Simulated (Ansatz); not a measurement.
## A computed series for hypothetical zinc blende PbS: pressure series

Take PbS in the zinc blende structure (space group F-43m, No. 216; a = 6.543 Å; a hypothetical phase, not in the database extracts checked) as the base.

Cell and atoms are relaxed at each pressure.

The values are results of Kohn–Sham DFT with the PBEsol functional, run in Ansatz (a program for electronic structure) with PAW and 420 eV plane waves, no spin-orbit coupling, not measurements.

Candidates:
(a) pressure 0.7 GPa
(b) pressure 0.3 GPa
(c) pressure 10 GPa
(d) pressure 7.5 GPa

For the base:

Band gap: 0.63 eV

Task: Order them by band gap, lowest first.

Result: (c) pressure 10 GPa (zero), (d) pressure 7.5 GPa (0.16 eV), (a) pressure 0.7 GPa (0.58 eV), (b) pressure 0.3 GPa (0.61 eV)

Spin-orbit coupling, missing from the scalar runs, can matter with Pb. Load acts through the strain it causes; cell and atoms are relaxed under it. Stability against distortions was not tested. No other phases were tried under pressure. All final runs are without spin polarisation. Gaps under 0.05 eV, about the width of the smearing, are given as zero. The zero or small gap of PbS under pressure 10 GPa and PbS under pressure 7.5 GPa can change with the level of theory.
